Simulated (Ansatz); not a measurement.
**Response to strain in Sn**

The reference is Sn (space group I4_1/amd, No. 141; relaxed with 0.1 eV smearing).

```yaml
crystal:
  lattice:
    - [-2.94328, 2.94328, 1.59321]
    - [2.94328, -2.94328, 1.59321]
    - [2.94328, 2.94328, -1.59321]
  atoms:
    - { symbol: Sn, position: [0.75000, 0.25000, 0.50000] }
    - { symbol: Sn, position: [0.00000, 0.00000, 0.00000] }
```

Cartesian axes are those of the cell as printed.

Strains are applied to the cell and any free atomic positions relax; under biaxial strain the out-of-plane vector relaxes too.

Method: r2SCAN (Ansatz, an electronic-structure program), spin-orbit coupling left out.

Notes on the quantities. energy relative to the base: free energy F.

```tsv
biaxial strain, plane normal [001], relaxed out of plane (%)	energy relative to the base (meV/atom)
-4.86	46.1
-1.82	6.3
-0.69	?
-0.45	0.4
0	0.0
```

Task: Fit ΔE = Aε² + Bε³ (ε in %) to the rows shown and predict the withheld row.

Result: Least squares on the printed values gives A = 1.87 and B = -0.016 meV/atom (largest residual 0.0 meV/atom); this predicts 0.9 meV/atom, and the run gives 0.9 meV/atom, in agreement.

A biaxial case was relaxed in a doubled cell and then solved in the primitive one. Whether these cells are dynamically stable was not tested.
